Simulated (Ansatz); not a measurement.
## PbS: pressure series

Base system: PbS in the rock salt structure (space group Fm-3m, No. 225; a = 6.009 Å).

Cell and atoms are relaxed at each pressure.

Calculations: PBE (Ansatz, a first-principles code), no spin-orbit coupling.

```
pressure (GPa)  volume per atom (Å³/atom)
--------------  -------------------------
-2                                 28.274
-1                                 27.669
0                                  27.122
0.3                                26.969
0.7                                     ?
1.5                                26.408
3                                  25.775
5                                  25.041
```

Problem. Fit the third-order Birch–Murnaghan form P(V) = (3B₀/2)[(V₀/V)^(7/3) − (V₀/V)^(5/3)]·[1 + (3/4)(B₀′ − 4)((V₀/V)^(2/3) − 1)] (squares taken in P) to the rows shown and predict the withheld row.

Solution. Least squares on the printed values gives V₀ = 27.124 Å³/atom, B₀ = 52.7 GPa, B₀′ = 4.3; this predicts 26.776 Å³/atom, and the run gives 26.774 Å³/atom, 0.002 lower.

Load acts through the strain it causes; cell and atoms are relaxed under it. Stability against distortions was not tested. Competing high-pressure phases were not computed. The base started in Pnma and relaxed to Fm-3m at this level.
